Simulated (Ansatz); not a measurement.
The parent structure is ZrB$_{2}$ (space group P6/mmm, No. 191; a = 3.155 Å, c = 3.506 Å; relaxed with 0.1 eV smearing). Axes: x lies along a and z along c of the hexagonal cell.

The values are results of PBEsol/PAW in Ansatz (an electronic-structure program), spin-orbit coupling left out, not measurements.

Base values:

The band gap is zero.

One thing is altered: the cell is stretched by 0.50 % along z with no lateral relaxation, atoms relaxed at fixed cell.

### Question
Predict the new energy relative to the base and band gap.

### Answer
The energy grows by 0.4 meV/atom; the band gap is still zero.

The cells carry an imposed strain or load. No phonon test of stability was made. All final runs are without spin polarisation.
